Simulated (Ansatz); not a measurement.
Input:

```
CELL_PARAMETERS angstrom
      0.00000     2.52836     2.52836
      2.52836     0.00000     2.52836
      2.52836     2.52836     0.00000
ATOMIC_POSITIONS crystal
  Hf 0.00000 0.00000 0.00000
  O  0.25000 0.25000 0.25000
  O  0.75000 0.75000 0.75000
```

No spin polarisation.

Calculations: PBEsol/PAW in Ansatz (an electronic-structure program), scalar-relativistic without spin-orbit coupling. Settings: 11×11×11 k-points, 0.05 eV Fermi–Dirac smearing.

**Question.** Predict the electron mass, band gap, gap character and width of the top valence band.

**Answer.** 
* **Electron mass**: 1.1 mₑ along k, 0.70 mₑ across (at X)
* **Band gap**: 3.67 eV
* **Gap character**: direct at X
* **Width of the top valence band**: 1.87 eV

Spin-orbit coupling, missing from the scalar runs, can matter with Hf. Load acts through the strain it causes; cell and atoms are relaxed under it. Effective masses come from finite differences of ±0.01 Å⁻¹. Along k means along the line from Γ to the band edge. Stability against distortions was not tested. The cell was made from HfO2 in the fluorite structure (space group Fm-3m, No. 225) by this change: pressure −2 GPa. This is not the structure that HfO2 has at room temperature and ambient pressure.
